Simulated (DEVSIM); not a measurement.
Structure: Co/Si3N4/p-GaAs capacitor, at 300 K.

```
layer (left to right)  material  thickness (nm)  Na (cm⁻³)
---------------------  --------  --------------  ---------
1                         Si3N4            14.0          -
2                          GaAs            2500     6.9e16
```

Metal gate on the left, work function 5 eV. Fixed charge at the semiconductor interface 0 cm⁻² (in units of +e); interface traps 8.7e10 cm⁻² eV⁻¹, uniform in energy, neutral level at 0.5 of the gap above the valence band.

Constants are typed, rounded textbook-type inputs, not results; the design itself was drawn at random and stands for no fabricated device. Values at 300 K; Nc and Nv go as T^1.5, mobilities as T to minus their exponent, the gap by Varshni's rule with the affinity fixed.

```csv
parameter,Si3N4,GaAs
gap (eV),5.1,1.424
affinity (eV),2.1,4.07
permittivity,7.5,12.9
Nc (cm⁻³),-,4.7e17
Nv (cm⁻³),-,9e18
Varshni α (eV/K),-,0.000541
Varshni β (K),-,204
```

Simulated with DEVSIM: 1D Poisson equation in equilibrium, Boltzmann statistics, complete ionisation; no quantum confinement or tunnelling. Metal contacts follow the ideal Schottky-Mott rule: no Fermi-level pinning, no interface dipoles.

Base results: capacitance of the dielectric stack (μF/cm²) 0.474; minimum of the low-frequency capacitance (μF/cm²) 0.0762; flat-band voltage (V) -0.39.

### Question
What follows from this one change: interface trap density 8.7e+10 → 2e+12 cm^-2 eV^-1?

### Answer
capacitance of the dielectric stack little changed (0.474 μF/cm²); minimum of the low-frequency capacitance 0.0762 → 0.216 μF/cm²; flat-band voltage -0.39 → -0.76 V.

### Question
What follows from this one change: temperature 300 → 500 K?

### Answer
capacitance of the dielectric stack little changed (0.474 μF/cm²); minimum of the low-frequency capacitance 0.0762 → 0.0876 μF/cm²; flat-band voltage -0.39 → -0.17 V.

### Question
What follows from this one change: gate work function 5 → 4.85 eV?

### Answer
capacitance of the dielectric stack little changed (0.474 μF/cm²); minimum of the low-frequency capacitance little changed (0.0760 μF/cm²); flat-band voltage -0.39 → -0.54 V.

### Question
What follows from this one change: Si3N4 thickness 0.014 → 0.0056 μm?

### Answer
capacitance of the dielectric stack 0.474 → 1.19 μF/cm²; minimum of the low-frequency capacitance 0.0762 → 0.0840 μF/cm²; flat-band voltage -0.39 → -0.37 V.

### Question
What follows from this one change: substrate doping 6.9e+16 → 1.4e+17 cm^-3?

### Answer
capacitance of the dielectric stack little changed (0.474 μF/cm²); minimum of the low-frequency capacitance 0.0762 → 0.0964 μF/cm²; flat-band voltage -0.39 → -0.40 V.
